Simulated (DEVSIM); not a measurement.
Structure: Si n-i-p diode, at 300 K.

Layer 1 from the left is Si, thickness (μm) 0.230, Nd (cm⁻³) 4.7e17, τn (s) 2.2e-7, τp (s) 2.2e-7. Layer 2 from the left is Si, thickness (μm) 0.670, Na (cm⁻³) 6.1e11, τn (s) 2.2e-7, τp (s) 2.2e-7. Layer 3 from the left is Si, thickness (μm) 0.860, Na (cm⁻³) 2.5e17, τn (s) 2.2e-7, τp (s) 2.2e-7.

Left contact: ohmic. Right contact: ohmic. Voltage is applied to the left contact. Recombination: SRH at mid-gap. Mobility is μmin + (μ − μmin)/(1 + (N/Nref)^α).

Constants are typed, rounded textbook-type inputs, not results; the design itself was drawn at random and stands for no fabricated device. Values at 300 K.

Si: gap (eV) 1.124, affinity (eV) 4.05, permittivity 11.7, Nc (cm⁻³) 2.86e19, Nv (cm⁻³) 3.1e19, μn (cm²/Vs) 1417, μp (cm²/Vs) 470, μn,min 52, μp,min 45, Nref,n 9.7e16, Nref,p 2.2e17, αn 0.68, αp 0.72.

Simulated with DEVSIM: 1D drift-diffusion, Boltzmann statistics, complete ionisation; no tunnelling, impact ionisation, image-force lowering or self-heating.

What does the simulation give for the potential step across the device at zero bias, the dark forward voltage at 1 A/cm², the dark forward voltage at 100 A/cm²?

potential step across the device at zero bias 0.893 V; dark forward voltage at 1 A/cm² 0.635 V; dark forward voltage at 100 A/cm² 0.756 V.
